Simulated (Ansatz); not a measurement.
An Ansatz (an electronic-structure program) run: TiO2 with a change (biaxial strain −3.87 %, plane normal [001], relaxed out of plane); PBE (Ansatz, PAW, no spin-orbit coupling).

Input:

Ansatz 0.2 input:
```yaml
crystal:
  lattice:
    - [4.4637030103, 0, 0]
    - [0, 4.4637030103, 0]
    - [0, 0, 3.0211973794]
  atoms:
    - { symbol: Ti, position: [0, 0, 0] }
    - { symbol: Ti, position: [0.5, 0.5, 0.5] }
    - { symbol: O, position: [0.3051300565, 0.3051300565, 0] }
    - { symbol: O, position: [0.8051300565, 0.1948699435, 0.5] }
    - { symbol: O, position: [0.1948699435, 0.8051300565, 0.5] }
    - { symbol: O, position: [0.6948699435, 0.6948699435, 0] }
basis: { ecutwfc: 420, ecutrho_ratio: 4, xc_grid: 2, fft_grid_basis: typed }
kpoints: { mp_grid: { grid: [7, 7, 11] } }
hamiltonian:
  xc: pbe
  dispersion: none
  pseudopotentials: { kind: paw }
scf: { occupations: { method: fermi_dirac, width: 0.05 } }
relax: { f_tol: 0.005, max_steps: 50, cell: { stress_tol: 0.01, fix: [a, b, gamma] } }
output: { forces: true, stress: true }
checkpoint: { write: state.ck, write_every: 1000 }
```

Output (explanatory and most iteration lines left out):

```
Relaxation: its limit of steps is 50 (relax.max_steps)
Pseudopotential: Ti, paw, valence charge 12
Pseudopotential: O, paw, valence charge 6
Crystal: 6 atoms, lattice volume = 60.196 Å³
Basis set: ecut = 420 eV, 1187 PW (Γ), exchange–correlation on 60×60×48 points (8 copies of the dense FFT grid, shifted against one another)
Bands: 30, of which v1, the nominal top of the filled ones, is band 24 counted from 1 (23 counted from 0)
Symmetry: 16 space group operations
Space group: P42/mnm (ITA 136), of the structure as read, at distance tolerance 3.9e-5 Å
k-points: 60 of 539
Functional: x = pbe(κ = 0.804, μ = 0.2195149727645171), c = pbe(β = 0.06672455060314922)
SCF iter   1: F=—  HF=-7277.074676 eV  |F-HF|=—  |Δ(HF+E_count)|=         —  Δρ=1.94e-3  dr2=6.80e-4  ethr=1.77e-3  ⟨swp⟩=4.9  Hψ=7204  notcnv=0
SCF iter   2: F=—  HF=-7277.075552 eV  |F-HF|=—  |Δ(HF+E_count)|=   8.77e-4  Δρ=1.05e-3  dr2=2.29e-4  ethr=1.42e-6  ⟨swp⟩=2.4  Hψ=3382  notcnv=0
SCF 1 converged in 6 iterations: F = -7277.076102 eV  dr2 = 5.00e-9
relax step   1: F+E_penalty+E_count = -7277.07610197 eV  Δ(F+E_penalty+E_count) = +0.000e0 eV  max|allowed force component| = 1.288e-1 eV/Å  Δτ_max = 0.0000 Å  P = +12.976 GPa  Ω = 60.196 Å³  fix = [a, b, gamma]  reactions: a +16.949, b +16.949 GPa  (6 SCF iters, dr2 threshold 1.00e-7 eV, accepted)
[... steps on the carried basis left out ...]
relax step   6: F+E_penalty+E_count = -7277.08717798 eV  Δ(F+E_penalty+E_count) = +7.013e-5 eV  max|allowed force component| = 1.683e-6 eV/Å  Δτ_max = 0.0000 Å  P = +9.884 GPa  Ω = 60.779 Å³  energy of the carried Pulay correction = -7.744e-5 eV  fix = [a, b, gamma]  reactions: a +14.825, b +14.825 GPa  (6 SCF iters, dr2 threshold 4.65e-8 eV, accepted)
Crystal: 6 atoms, lattice volume = 60.779 Å³
SCF iter   1: F=—  HF=-7277.087168 eV  |F-HF|=—  |Δ(HF+E_count)|=         —  Δρ=2.27e-5  dr2=8.53e-9  ethr=8.37e-9  ⟨swp⟩=3.1  Hψ=12128  notcnv=0
SCF iter   2: F=—  HF=-7277.087236 eV  |F-HF|=—  |Δ(HF+E_count)|=   6.73e-5  Δρ=1.15e-5  dr2=2.10e-9  ethr=1.78e-11  ⟨swp⟩=2.9  Hψ=3375  notcnv=0
SCF 7 converged in 8 iterations: F = -7277.087237 eV  dr2 = 8.55e-17
SCF converged after 8 iterations
Free energy (F): -7277.087237 eV
Internal energy: -7277.087237 eV  (E = F + TS)
E sigma→0 (E₀):  -7277.087237 eV
Fermi energy:    10.588428 eV
--- Forces (eV/Å), atoms counted from 1 ---
  atom   1  Ti    -0.00000000    -0.00000000     0.00000000
  atom   2  Ti    -0.00000000     0.00000000     0.00000000
  atom   3  O     -0.00000341    -0.00000341    -0.00000000
  atom   4  O     -0.00000341     0.00000341    -0.00000000
  atom   5  O      0.00000341    -0.00000341     0.00000000
  atom   6  O      0.00000341     0.00000341     0.00000000
--- Stress (GPa, compression-positive) ---
       14.824671       0.000000      -0.000000
        0.000000      14.824671      -0.000000
       -0.000000      -0.000000       0.005711
  P = ⅓ Tr σ = 9.8850 GPa (98.850 kbar)
--- Relaxed structure (5 steps of the walk, 5 accepted, 2 SCFs on fresh bases) ---
  cell:  # Å, volume = 60.7790 Å³
    - [4.4637030103, 1.1028512788815473e-112, -1.3709452205257024e-35]
    - [1.1028512788815473e-112, 4.4637030103, -3.770149693374724e-35]
    - [-9.279058436450136e-36, -2.5517751398975576e-35, 3.0504415750478766]
  atoms:
    - { symbol: Ti, position: [-2.030433591730361e-20, -3.2354105363553735e-20, -2.6901149192509115e-35] }
    - { symbol: Ti, position: [0.5, 0.5, 0.5] }
    - { symbol: O, position: [0.30420470915109216, 0.30420470915109216, -3.1009863426066587e-35] }
    - { symbol: O, position: [0.8042047091510922, 0.19579529084890787, 0.5] }
    - { symbol: O, position: [0.19579529084890787, 0.8042047091510922, 0.5] }
    - { symbol: O, position: [0.6957952908489079, 0.6957952908489079, 3.6721584775751393e-35] }
```

Stability against distortions was not tested. The final runs are not spin-polarised. The cell was made from TiO$_{2}$ in the rutile structure (space group P4_2/mnm, No. 136) by this change: biaxial strain −3.87 %, plane normal [001], relaxed out of plane.
